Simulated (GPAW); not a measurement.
Worked example: self-consistent single point of Cr3Fe (Fm-3m, 4 atoms in the cell) in GPAW.

Method: LDA (Perdew-Wang 92), GPAW PAW datasets LDA (gpaw-data 1.0.1) (plane waves; GPAW).

The change in words: lattice scaled by 0.98. Reference geometry:
```
Cr3Fe
1.0
    0.00000     2.85276     2.85276
    2.85276     0.00000     2.85276
    2.85276     2.85276     0.00000
Cr Fe
3 1
Direct
  0.75000   0.75000   0.75000
  0.25000   0.25000   0.25000
  0.50000   0.50000   0.50000
  0.00000   0.00000   0.00000
```
Moments meant for the start (each program seeds them in its own way; μB, in the order of the atoms Cr Cr Cr Fe): 3.0 3.0 0.0 4.0.

Reference input (self-consistent single point, DFT LDA (Perdew-Wang 92), plane waves, GPAW PAW datasets LDA (gpaw-data 1.0.1)): spinpol = true; mode = pw; ecut = 800 eV; xc = LDA; kpts = 8 8 8; mesh shift (steps) = 0 0 0; occupations.name = methfessel-paxton; occupations.width = 0.136 eV; occupations.order = 0; nbands = -8; convergence.density = 1e-05 e/electron; symmetry.symmorphic = false. This run's input differs from it in these lines:

```diff
@@ -5,8 +5,8 @@
 atoms = Atoms(['Cr', 'Cr', 'Cr', 'Fe'],
-              cell=[[0.000000, 2.852755, 2.852755],
-                    [2.852755, 0.000000, 2.852755],
-                    [2.852755, 2.852755, 0.000000]],
-              positions=[[4.279133, 4.279133, 4.279133],
-                         [1.426378, 1.426378, 1.426378],
-                         [2.852755, 2.852755, 2.852755],
+              cell=[[0.000000, 2.795700, 2.795700],
+                    [2.795700, 0.000000, 2.795700],
+                    [2.795700, 2.795700, 0.000000]],
+              positions=[[4.193550, 4.193550, 4.193550],
+                         [1.397850, 1.397850, 1.397850],
+                         [2.795700, 2.795700, 2.795700],
                          [0.000000, 0.000000, 0.000000]],
```

Output, abridged:

```
     iter     time        total  log10-change:  magmom
                         energy   eigst   dens
iter:   1 --:--:--   -47.968584                   +10.0006
iter:   2 --:--:--   -43.513762   -0.53  -0.94    +6.6862
iter:   3 --:--:--   -42.692825   -0.73  -1.05    +1.9572
iter:   4 --:--:--   -44.274640   -0.97  -1.12    +1.9437
iter:   5 --:--:--   -42.538504   -1.26  -1.08    +2.0766
   [... 2 lines left out ...]
iter:   8 --:--:--   -41.479500   -1.79  -1.67    +2.1584
iter:   9 --:--:--   -41.470967   -1.74  -1.92    +2.1371
iter:  10 --:--:--   -41.485348   -2.00  -2.52    +1.8911
   [... lines left out ...]
iter:  45 --:--:--   -41.488224c  -6.36  -5.04c   +1.6736
iter:  46 --:--:--   -41.488224c  -6.44  -5.21c   +1.6736
iter:  47 --:--:--   -41.488225c  -6.52  -5.32c   +1.6736
iter:  48 --:--:--   -41.488225c  -6.66  -5.41c   +1.6736
iter:  49 --:--:--   -41.488225c  -6.59  -5.43c   +1.6736
   [... 5 lines left out ...]
iter:  55 --:--:--   -41.488225c  -7.22  -6.32c   +1.6736
iter:  56 --:--:--   -41.488225c  -7.29  -6.38c   +1.6736
iter:  57 --:--:--   -41.488225c  -7.32  -6.60c   +1.6736
iter:  58 --:--:--   -41.488225c  -7.40  -6.97c   +1.6736
iter:  59 --:--:--   -41.488225c  -7.48c -7.01c   +1.6736
Converged after 59 iterations.

Dipole moment: (-0.000000, 0.000000, 0.000000) |e|*Ang

Total magnetic moment: (0.000000, 0.000000, 1.673603)
Local magnetic moments:
   0 Cr ( 0.000000,  0.000000,  0.390766)
   1 Cr ( 0.000000,  0.000000,  0.390766)
   2 Cr ( 0.000000,  0.000000, -0.163309)
   3 Fe ( 0.000000,  0.000000,  1.017315)

Energy contributions relative to reference atoms: (reference = -120137.989456)

Kinetic:        -27.466259
Potential:      +12.246935
External:        +0.000000
XC:             -26.742555
Entropy (-ST):   -0.062587
Local:           +0.504948
SIC:             +0.000000
--------------------------
Free energy:    -41.519518
Extrapolated:   -41.488225

Spin contamination: 0.181199 electrons
Showing only first 2 kpts
                      Up                     Down
   [... lines left out ...]
Fermi level: 11.48049
No gap
   [... lines left out ...]
Energy (eV): -41.488225

Forces in eV/Ang:
  0 Cr   -0.00000    0.00000    0.00000
  1 Cr    0.00000   -0.00000   -0.00000
  2 Cr   -0.00000   -0.00000   -0.00000
  3 Fe   -0.00000    0.00000    0.00000

Stress tensor:
     0.048892    -0.000000    -0.000000
    -0.000000     0.048892     0.000000
    -0.000000     0.000000     0.048892
Stress (GPa, Voigt): [ 7.8334  7.8334  7.8334  0.     -0.     -0.    ]
```

The run converged in 59 iterations. GPAW prints stress with tension positive. Against the reference run the free energy goes down by 61.9 meV/atom, the pressure goes from -21.12 to -7.83 GPa and the size of the net moment goes from 0.48 to 0.42 μB/atom.

The starting cell comes from a database of computed structures (which also holds hypothetical and non-ambient phases and stackings), without a prior relaxation at this level. For this run, on top of that: lattice scaled by 0.98. The magnetic order is the one reached from the typed start; others were not searched systematically. With a pressure of about -8 GPa the cell is away from its equilibrium volume at this level.

Cost on one core of a shared machine: roughly 3 min.
